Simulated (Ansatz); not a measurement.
## Pressure series in BeSe

Start from BeSe in the zinc blende structure (space group F-43m, No. 216; a = 5.129 Å).

Cell and atoms are relaxed at each pressure.

All numbers come from Ansatz (a quantum-chemistry and plane-wave program), PBEsol, PAW, cutoff 420 eV, spin-orbit coupling left out.

Candidates:
(a) pressure 10 GPa
(b) pressure 0.7 GPa
(c) pressure −2 GPa
(d) pressure 0.3 GPa

For the base:

The smallest direct gap is 4.28 eV.

Task: Order them by smallest direct gap, lowest first.

Result: (c) pressure −2 GPa (4.09 eV), (d) pressure 0.3 GPa (4.31 eV), (b) pressure 0.7 GPa (4.35 eV), (a) pressure 10 GPa (4.89 eV)

Load acts through the strain it causes; cell and atoms are relaxed under it. Stability against distortions was not tested. Competing high-pressure phases were not computed.
